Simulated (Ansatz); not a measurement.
The reference is BP in the zinc blende structure (space group F-43m, No. 216).

Space group F-43m (No. 216); a = b = c = 4.5484 Å, α = β = γ = 90.00°

```
atom  site  symmetry       x       y       z
----  ----  --------  ------  ------  ------
B       4a      -43m  0.0000  0.0000  0.0000
P       4d      -43m  0.7500  0.7500  0.7500
```
(The calculation used a cell of 2 atoms; values per cell refer to that cell.)

Method: PBE (Ansatz, a first-principles code), without spin-orbit coupling.

Base values:

The gap character is indirect, Γ → Γ–X (83 % along).

Now apply this change: every lattice vector is stretched by 2.00 %, atoms relaxed at fixed cell.

Problem. What happens to the energy relative to the base and gap character?

Solution. The energy increases by 20 meV/atom; the gap character remains indirect, Γ → Γ–X (83 % along).

The cells carry an imposed strain or load. Whether these cells are dynamically stable was not tested.
